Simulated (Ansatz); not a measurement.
Consider a 16-atom supercell of CaO in the rock salt structure (space group Fm-3m, No. 225) at its relaxed geometry.

```
CELL_PARAMETERS angstrom
      0.00000     4.79479     4.79479
      4.79479     0.00000     4.79479
      4.79479     4.79479     0.00000
ATOMIC_POSITIONS crystal
  O  0.00000 0.00000 0.00000
  O  0.00000 0.00000 0.50000
  O  0.00000 0.50000 0.00000
  O  0.00000 0.50000 0.50000
  O  0.50000 0.00000 0.00000
  O  0.50000 0.00000 0.50000
  O  0.50000 0.50000 0.00000
  O  0.50000 0.50000 0.50000
  Ca 0.25000 0.25000 0.25000
  Ca 0.25000 0.25000 0.75000
  Ca 0.25000 0.75000 0.25000
  Ca 0.25000 0.75000 0.75000
  Ca 0.75000 0.25000 0.25000
  Ca 0.75000 0.25000 0.75000
  Ca 0.75000 0.75000 0.25000
  Ca 0.75000 0.75000 0.75000
```

Computed with DFT with r2SCAN, PAW potentials and a 500 eV plane-wave cutoff in Ansatz (a program for electronic structure), scalar-relativistic without spin-orbit coupling.

One neutral defect a cell, atoms relaxed at fixed cell.

One change was made to it. Results:

```tsv
quantity	base	after
pressure	0.0 GPa	4.1 GPa
largest displacement of a host atom from its site in the perfect cell	–	0.07 Å
```

Which change produced these results?
A. C on a O site
B. Ca interstitial (started 1.70 Å from the nearest host atom), symmetric start
C. Ca interstitial (started 1.87 Å from the nearest host atom)

A, C on a O site. For comparison, the pressure in the other runs: Ca interstitial (started 1.70 Å from the nearest host atom), symmetric start gives 14.8 GPa; Ca interstitial (started 1.87 Å from the nearest host atom) gives 13.1 GPa.

Other magnetic orders, which the real material may have, were not ruled out. In so small a cell the defect repeats every few ångströms: this is an ordered compound, not a dilute defect. A case with no gap was solved on a k-mesh chosen for an insulator, which is coarse for it. Defects with a symmetric start kept the site's symmetry and may sit on a saddle; the others started slightly shaken. Starting moments died away, wholly or in part, for Ca interstitial (started 1.70 Å from the nearest host atom) and Ca interstitial (started 1.87 Å from the nearest host atom); another magnetic solution may exist.
